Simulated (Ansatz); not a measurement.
# Competing hops of Mg-vacancy pair in fcc Cu, neutral cell

System: Mg-vacancy pair (Mg on one host Cu site, one Cu site vacant) in fcc Cu (neutral cell). Computed with PBE, PAW (plane waves to 420 eV; Ansatz, an electronic-structure program).

32-site cell at the relaxed PBE lattice, a 2×2×2 k-point mesh shifted by half a step, smearing 0.10 eV, spin-restricted, no finite-size correction. Static, classical nuclei. Forms of the defect that were not tried may lie lower.

Barriers: single points on a 4×4×4 k-point mesh shifted by half a step at the bands' geometries.

```
Route                                                                                               Start site over the lowest site run (eV)  Hop (Å)  Forward barrier (eV)  Backward barrier (eV)                                 Neighbours at the start      Neighbours at the saddle                        Saddle order  Forward, on the band's own sampling (eV)
--------------------------------------------------------------------------------------------------  ----------------------------------------  -------  --------------------  ---------------------  ------------------------------------------------------  ----------------------------  ----------------------------------  ----------------------------------------
direct exchange of Mg with the vacancy (Mg-vacancy distance between ideal sites 2.57 Å throughout)                                      0.00     2.13                  0.33                   0.33  4 Cu at 2.57, 2 Cu at 2.61, 4 Cu at 2.68, Cu at 2.77 Å  4 Cu at 2.47, 4 Cu at 2.83 Å  not checked, on a symmetry element                                      0.29
```

Paths come from nudged elastic bands with a climbing image.  A band can be held on a symmetry element, so unchecked saddle points there may be too high.

The whole set of runs took very roughly 1.1 core-hours.
